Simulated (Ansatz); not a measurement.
**TaRu: response to strain**

The parent structure is TaRu (space group P4/mmm, No. 123; a = 3.0254 Å, c = 3.3854 Å; relaxed with 0.1 eV smearing). Axes: x, y, z lie along a, b, c of the conventional cell.

Strains are applied to the cell and any free atomic positions relax.

Computed with DFT with PBEsol, PAW potentials and a 420 eV plane-wave cutoff in Ansatz (a quantum-chemistry and plane-wave program), no spin-orbit coupling.

Candidates:
(a) uniaxial strain ε_zz = +2.47 %
(b) strain tensor (xx, yy, zz, yz, xz, xy) = (−0.19, −0.75, −0.61, −0.09, −0.50, −0.10) %
(c) uniaxial strain ε_xx = −4.08 %

Notes on the quantities. energy relative to the base: free energy F.

Question: Order them by energy relative to the base, highest first.

Answer: (c) uniaxial strain ε_xx = −4.08 % (+36 meV/atom), (a) uniaxial strain ε_zz = +2.47 % (+11 meV/atom), (b) strain tensor (xx, yy, zz, yz, xz, xy) = (−0.19, −0.75, −0.61, −0.09, −0.50, −0.10) % (+3.8 meV/atom)

Stability against distortions was not tested. All final runs are without spin polarisation.
